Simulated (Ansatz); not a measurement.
Consider Pd in the fcc (Cu type) structure (space group Fm-3m, No. 225; a = 3.841 Å; relaxed with 0.1 eV smearing).

Method: LDA in Ansatz (plane waves to 420 eV, PAW, scalar-relativistic without spin-orbit coupling).

For the base:

```
Item        Value
--------  -------
Pressure  0.0 GPa
Band gap     zero
```

Now apply this change: every lattice vector is shortened by 1.00 %, atoms relaxed at fixed cell.

Predict the new energy relative to the base.

The energy goes up by 9.4 meV/atom.

How does this affect the pressure?

The pressure goes from zero to 7.4 GPa.

How does this affect the band gap?

The band gap is still zero.

The cells carry an imposed strain or load. Stability against distortions was not tested. The final runs are not spin-polarised.

Ansatz is a quantum-chemistry and plane-wave program.
